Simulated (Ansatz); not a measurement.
The reference is IrO2 in the rutile structure (space group P4_2/mnm, No. 136; a = 4.472 Å, c = 3.154 Å). Axes: x, y, z lie along a, b, c of the conventional cell.

The values are results of plane-wave PAW DFT at the PBEsol level (Ansatz, an electronic-structure program, 420 eV), spin-orbit coupling left out, not measurements.

Strains are applied to the cell and any free atomic positions relax; under biaxial strain the out-of-plane vector relaxes too.

One change was made to it. Results:

```csv
quantity,base,after
band gap,zero,zero
"pressure (mean of the normal stresses, compression positive)",0.0 GPa,-4.7 GPa
```

Q: Which change produced these results?
A. biaxial strain −0.63 %, plane normal [001], relaxed out of plane
B. biaxial strain +1.24 %, plane normal [001], relaxed out of plane
C. uniaxial strain ε_zz = −3.92 %
D. biaxial strain −0.27 %, plane normal [001], relaxed out of plane
E. isotropic strain +0.53 %

A: E, isotropic strain +0.53 %. For comparison, the pressure in the other runs: biaxial strain +1.24 %, plane normal [001], relaxed out of plane gives -3.7 GPa; biaxial strain −0.63 %, plane normal [001], relaxed out of plane gives 2.0 GPa; uniaxial strain ε_zz = −3.92 % gives 16.1 GPa; biaxial strain −0.27 %, plane normal [001], relaxed out of plane gives 0.9 GPa.

Without a gap, meshes like the base's 11×11×15 leave anisotropic stresses uncertain by several tenths of a GPa, and small strain energies with them. Stability against distortions was not tested. No Hubbard U is applied, and correlation can decide whether such a compound is a metal. All final runs are without spin polarisation.
